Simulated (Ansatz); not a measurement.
GdCl3 (P6₃/m, No. 176)

The numbers are results of r²SCAN-D4 (Ansatz, a program for electronic structure, PAW), not measurements.

Run with plane-wave cutoff 500 eV, 6×6×10 k mesh (along the axes of the cell as run), gaussian smearing 0.02 eV, spin-polarised start, scalar-relativistic PAW data made under PBE.

Cell (relaxed at this level):

```yaml
crystal:
  lattice:
    - [7.37711, 0.00000, 0.00000]
    - [-3.68855, 6.38876, 0.00000]
    - [0.00000, 0.00000, 4.09821]
  atoms:
    - { symbol: Gd, position: [0.33333, 0.66667, 0.25000] }
    - { symbol: Gd, position: [0.66667, 0.33333, 0.75000] }
    - { symbol: Cl, position: [0.38975, 0.30174, 0.25000] }
    - { symbol: Cl, position: [0.61025, 0.69826, 0.75000] }
    - { symbol: Cl, position: [0.08801, 0.38975, 0.75000] }
    - { symbol: Cl, position: [0.91199, 0.61025, 0.25000] }
    - { symbol: Cl, position: [0.69826, 0.08801, 0.25000] }
    - { symbol: Cl, position: [0.30174, 0.91199, 0.75000] }
```

```yaml
volume_per_atom: 24.14 Å³/atom
equilibrium_lattice_constant_a: 7.377 Å
lattice_parameter_c: 4.098 Å
```

Note: the magnetic order was assumed, not searched for or taken from measurement; the 4f shell is treated without U or exact exchange, so its levels and filling can be wrong.

Spin–orbit coupling is not included.

Computing time: very roughly 7 core-minutes.
